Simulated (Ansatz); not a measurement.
Consider GaAs in the zinc blende structure (space group F-43m, No. 216).

```yaml
crystal:
  lattice:
    - [0.00000, 2.83335, 2.83335]
    - [2.83335, 0.00000, 2.83335]
    - [2.83335, 2.83335, 0.00000]
  atoms:
    - { symbol: Ga, position: [0.00000, 0.00000, 0.00000] }
    - { symbol: As, position: [0.25000, 0.25000, 0.25000] }
```

Cartesian axes are those of the cell as printed.

The values are results of Ansatz (a quantum-chemistry and plane-wave program) r2SCAN, scalar-relativistic without spin-orbit coupling, not measurements.

Modification: an isotropic linear strain of −0.50 %; the atoms relax in the strained cell.

Problem. Predict the stress tensor and what it implies for the stiffness.

Solution. Stress of the strained cell less that of the base (GPa, compression positive):
```
   1.13    0.00    0.00
   0.00    1.13    0.00
   0.00    0.00    1.13
```

Then B = −ΔP/(ΔV/V₀) with ΔV/V₀ = -0.0149 gives secant stiffness values (nonlinear terms included at this strain): B ≈ 75 GPa.

Stability against distortions was not tested.
